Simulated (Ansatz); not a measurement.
For CsCl-type CaO (model structure) (like a known high-pressure phase), PBE (PAW; Ansatz, a first-principles code) gives:

```
Item                           Result
---------------------  --------------
lattice constant a            2.934 Å
enthalpy of formation  -2.455 eV/atom
```

**Question.** What does r²SCAN (plane waves, PAW; Ansatz) give for the same quantities?

**Answer.** 
- lattice constant a: 2.903 Å (decreases by 1.1 %)
- formation enthalpy: -2.742 eV/atom (moves by -0.287 eV/atom)

Changes are worked out from the printed values.

Unless a cell is named, each level is at its own relaxed cell (PBE 12.63, r²SCAN 12.23 Å³/atom).

Ansatz's density-functional and Hartree–Fock values are scalar-relativistic unless marked +SOC, with PAW data made under PBE.

A model structure was made by putting elements into a prototype or built by hand; it is no filed structure, need not be a known phase, and can be a saddle point held by its symmetry.
